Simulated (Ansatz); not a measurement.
The starting structures come from a database of crystals and need not be the phases stable at ambient conditions.

 Where the default PAW files enter, the runs use the earlier of Ansatz's two default sets.

The decay constant κ of evanescent states in the gap governs leakage through a thin film.

Given:

```xyz
5
Lattice="5.9558 0.0000 0.0000 0.0000 8.4228 0.0000 0.0000 4.2114 4.1288" Properties=species:S:1:pos:R:3 pbc="T T T"
Cs     0.0000     0.0000     0.0000
Sn     2.9779     4.2114     0.0000
Br     2.9779     6.3171     2.0644
Br     2.9779     2.1057     2.0644
Br     0.0000     4.2114     0.0000
```

Space group of this cell: Cmmm. The cell is strained (lengths across the current scaled by 1.02, ions clamped); by PBEsol its mean pressure is -1.5 GPa.

Transport runs along the normal of the first two printed cell vectors.

The gap is the functional's own, uncorrected, and κ follows it; spin-orbit coupling is left out. Mid-gap values are interpolated between the computed energies.

Task: Estimate the band gap and the smallest decay constant κ at mid-gap that PBEsol (Ansatz, a program for electronic structure) returns for this system.

Result: Gap 0.59 eV on a 6×8×8 mesh; κ = 0.051 1/Å, at (0.500, 0.000) of the in-plane reciprocal vectors. At the zone centre, at the nearest computed energy, the slowest state has κ = 0.13 1/Å.
